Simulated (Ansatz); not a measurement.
An Ansatz (a quantum-chemistry and plane-wave program) run: Pt with a change (biaxial strain +2.00 %, plane normal [001], relaxed out of plane); plane-wave PAW DFT at the LDA level (Ansatz, 420 eV), spin-orbit coupling left out.

Input:

Ansatz 0.2 input:
```yaml
crystal:
  lattice:
    - [2.8095328145, 0, 0]
    - [0, 2.8095328145, 0]
    - [1.4047664073, -1.4047664073, 1.9282091256]
  atoms:
    - { symbol: Pt, position: [0, 0, 0] }
basis: { ecutwfc: 420, ecutrho_ratio: 4, xc_grid: 2, fft_grid_basis: typed }
kpoints: { mp_grid: { grid: [29, 29, 29] } }
hamiltonian:
  xc: lda
  dispersion: none
  pseudopotentials: { kind: paw }
scf: { occupations: { method: fermi_dirac, width: 0.1 } }
relax: { f_tol: 0.005, max_steps: 50, cell: { stress_tol: 0.01, fix: [a, b, gamma] } }
output: { forces: true, stress: true }
checkpoint: { write: state.ck, write_every: 1000 }
```

Output (explanatory and most iteration lines left out):

```
Relaxation: its limit of steps is 50 (relax.max_steps)
Pseudopotential: Pt, paw, valence charge 18
Crystal: 1 atoms, lattice volume = 15.220 Å³
Basis set: ecut = 420 eV, 299 PW (Γ), exchange–correlation on 40×40×40 points (8 copies of the dense FFT grid, shifted against one another)
Bands: 13, of which v1, the nominal top of the filled ones, is band 9 counted from 1 (8 counted from 0)
Symmetry: 16 space group operations
Space group: I4/mmm (ITA 139), of the structure as read, at distance tolerance 2.5e-5 Å
k-points: 1800 of 24389
Functional: x = slater, c = lda
SCF iter   1: F=—  HF=-12245.003321 eV  |F-HF|=—  |Δ(HF+E_count)|=         —  Δρ=6.77e-3  dr2=3.01e-3  ethr=1.77e-3  ⟨swp⟩=5.0  Hψ=131365  notcnv=0
SCF iter   2: F=—  HF=-12245.002338 eV  |F-HF|=—  |Δ(HF+E_count)|=   9.83e-4  Δρ=3.39e-3  dr2=6.09e-4  ethr=1.67e-5  ⟨swp⟩=1.4  Hψ=39812  notcnv=0
SCF 1 converged in 6 iterations: F = -12245.002204 eV  dr2 = 3.72e-11
relax step   1: F+E_penalty+E_count = -12245.00220438 eV  Δ(F+E_penalty+E_count) = +0.000e0 eV  max|allowed force component| = 0.000e0 eV/Å  Δτ_max = 0.0000 Å  P = -8.251 GPa  Ω = 15.220 Å³  fix = [a, b, gamma]  reactions: a -9.150, b -9.150 GPa  (6 SCF iters, dr2 threshold 1.00e-7 eV, accepted)
[... steps on the carried basis left out ...]
relax step   4: F+E_penalty+E_count = -12245.00814117 eV  Δ(F+E_penalty+E_count) = -1.463e-5 eV  max|allowed force component| = 0.000e0 eV/Å  Δτ_max = 0.0000 Å  P = -2.934 GPa  Ω = 14.935 Å³  energy of the carried Pulay correction = +8.267e-5 eV  fix = [a, b, gamma]  reactions: a -4.399, b -4.399 GPa  (3 SCF iters, dr2 threshold 1.00e-7 eV, accepted)
Crystal: 1 atoms, lattice volume = 14.935 Å³
SCF iter   1: F=—  HF=-12245.008054 eV  |F-HF|=—  |Δ(HF+E_count)|=         —  Δρ=4.66e-5  dr2=4.97e-8  ethr=2.66e-8  ⟨swp⟩=2.8  Hψ=187816  notcnv=0
SCF iter   2: F=—  HF=-12245.008054 eV  |F-HF|=—  |Δ(HF+E_count)|=   1.75e-8  Δρ=2.08e-5  dr2=8.40e-9  ethr=2.76e-10  ⟨swp⟩=1.6  Hψ=28680  notcnv=0
SCF 5 converged in 6 iterations: F = -12245.008054 eV  dr2 = 5.98e-15
SCF converged after 6 iterations
Free energy (F): -12245.008054 eV
Internal energy: -12244.954583 eV  (E = F + TS)
E sigma→0 (E₀):  -12244.981319 eV
Entropy (-TS):   -0.053471 eV (-53.471 meV/atom)
Fermi energy:    23.338407 eV
--- Forces (eV/Å), atoms counted from 1 ---
  atom   1  Pt    -0.00000000     0.00000000     0.00000000
--- Stress (GPa, compression-positive) ---
       -4.396681       0.000000       0.000000
        0.000000      -4.396681      -0.000000
        0.000000      -0.000000       0.000658
  P = ⅓ Tr σ = -2.9309 GPa (-29.309 kbar)
--- Relaxed structure (4 steps of the walk, 4 accepted, 1 SCFs on fresh bases) ---
  cell:  # Å, volume = 14.9350 Å³
    - [2.8095328145, 2.361369608023386e-22, -3.6426677607656156e-11]
    - [2.361369648376748e-22, 2.8095328145, 3.642667791889531e-11]
    - [1.4047664072745314, -1.4047664072745314, 1.892068291546398]
  atoms:
    - { symbol: Pt, position: [0.0, 0.0, 0.0] }
```

Whether these cells are dynamically stable was not tested. All final runs are without spin polarisation. The cell was made from Pt in the fcc (Cu type) structure (space group Fm-3m, No. 225) by this change: biaxial strain +2.00 %, plane normal [001], relaxed out of plane.
